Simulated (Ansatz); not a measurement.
The parent structure is Sn in the diamond structure (space group Fd-3m, No. 227; relaxed with 0.1 eV smearing).

```
Sn
1.0
    0.00000     3.23724     3.23724
    3.23724     0.00000     3.23724
    3.23724     3.23724     0.00000
Sn
2
Direct
  0.00000   0.00000   0.00000
  0.25000   0.25000   0.25000
```

Cartesian axes are those of the cell as printed.

Level of theory: DFT with LDA, PAW potentials and a 420 eV plane-wave cutoff in Ansatz (a program for electronic structure), spin-orbit coupling left out.

Strains are applied to the cell and any free atomic positions relax; under biaxial strain the out-of-plane vector relaxes too.

One change was made to it. Results:

```csv
quantity,base,after
volume per atom,33.93 Å³,34.12 Å³
energy relative to the base (free energy F),0 meV/atom,+0.4 meV/atom
```

Q: What was done to the base?
A. biaxial strain −0.83 %, plane normal [111], relaxed out of plane
B. biaxial strain +0.42 %, plane normal [111], relaxed out of plane
C. biaxial strain +0.83 %, plane normal [111], relaxed out of plane
D. biaxial strain −2.08 %, plane normal [111], relaxed out of plane

A: B, biaxial strain +0.42 %, plane normal [111], relaxed out of plane. For comparison, the volume per atom in the other runs: biaxial strain −0.83 %, plane normal [111], relaxed out of plane gives 33.53 Å³; biaxial strain −2.08 %, plane normal [111], relaxed out of plane gives 32.95 Å³; biaxial strain +0.83 %, plane normal [111], relaxed out of plane gives 34.31 Å³.

Stability against distortions was not tested.
